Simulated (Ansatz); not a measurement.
# A computed series for Cu2O: pressure series

Start from Cu2O (space group Pn-3m, No. 224).

```xyz
6
Lattice="4.2991 0.0000 0.0000 0.0000 4.2991 0.0000 0.0000 0.0000 4.2991" Properties=species:S:1:pos:R:3 pbc="T T T"
Cu     3.2243     3.2243     3.2243
Cu     3.2243     1.0748     1.0748
Cu     1.0748     3.2243     1.0748
Cu     1.0748     1.0748     3.2243
O      0.0000     0.0000     0.0000
O      2.1495     2.1495     2.1495
```

Cell and atoms are relaxed at each pressure.

The values are results of PBE, PAW, 420 eV (Ansatz, a first-principles code; spin-orbit coupling left out), earlier PAW set, not measurements.

```
case               electron mass     density  shortest interatomic distance
----------------  --------------  ----------  -----------------------------
base              0.93 mₑ (at Γ)  5.98 g/cm³                        1.862 Å
pressure −2 GPa   0.92 mₑ (at Γ)  5.87 g/cm³                        1.873 Å
pressure −1 GPa   0.94 mₑ (at Γ)  5.93 g/cm³                        1.867 Å
pressure 0.3 GPa  0.93 mₑ (at Γ)  6.00 g/cm³                        1.860 Å
pressure 0.7 GPa  0.93 mₑ (at Γ)  6.02 g/cm³                        1.858 Å
pressure 1.5 GPa  0.94 mₑ (at Γ)  6.06 g/cm³                        1.854 Å
pressure 3 GPa    0.94 mₑ (at Γ)  6.13 g/cm³                        1.846 Å
pressure 5 GPa    0.95 mₑ (at Γ)  6.23 g/cm³                        1.836 Å
pressure 7.5 GPa  0.96 mₑ (at Γ)  6.34 g/cm³                        1.825 Å
pressure 10 GPa   0.96 mₑ (at Γ)  6.45 g/cm³                        1.815 Å
```

The levels and masses belong to the bands next to the band gap. Load acts through the strain it causes; cell and atoms are relaxed under it. Effective masses come from finite differences of ±0.01 Å⁻¹. Whether these cells are dynamically stable was not tested. No other phases were tried under pressure. No Hubbard U is applied. All final runs are without spin polarisation.
